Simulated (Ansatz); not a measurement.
Base system: CaF2 in the rutile structure (space group P4_2/mnm, No. 136; a hypothetical phase, not in the database extracts checked).

```xyz
6
Lattice="5.1550 0.0000 0.0000 0.0000 5.1550 0.0000 0.0000 0.0000 3.5412" Properties=species:S:1:pos:R:3 pbc="T T T"
Ca     0.0000     0.0000     0.0000
Ca     2.5775     2.5775     1.7706
F      1.5853     1.5853     0.0000
F      4.1628     0.9922     1.7706
F      0.9922     4.1628     1.7706
F      3.5697     3.5697     0.0000
```

Cartesian axes are those of the cell as printed.

Levels (all Ansatz, a quantum-chemistry and plane-wave program, PAW): PBEsol (420 eV, no spin-orbit coupling); r2SCAN (500 eV, scalar-relativistic without spin-orbit coupling).

Its gap is 6.83 eV with PBEsol and 7.65 eV with r2SCAN.

Modification: the symmetric strain tensor [0.0109 0.0169 0.0075; 0.0169 -0.0059 0.0008; 0.0075 0.0008 -0.0174]; the atoms relax in the strained cell.

With PBEsol the gap becomes 6.92 eV.

**Question.** If the r2SCAN correction stayed the same, what would the r2SCAN gap be, and what does the r2SCAN run give?

**Answer.** A rigid correction of +0.82 eV gives 7.74 eV. The r2SCAN run gives 7.74 eV, so the two effects roughly add.

Single points use the geometry relaxed with PBEsol. No phonon test of stability was made.
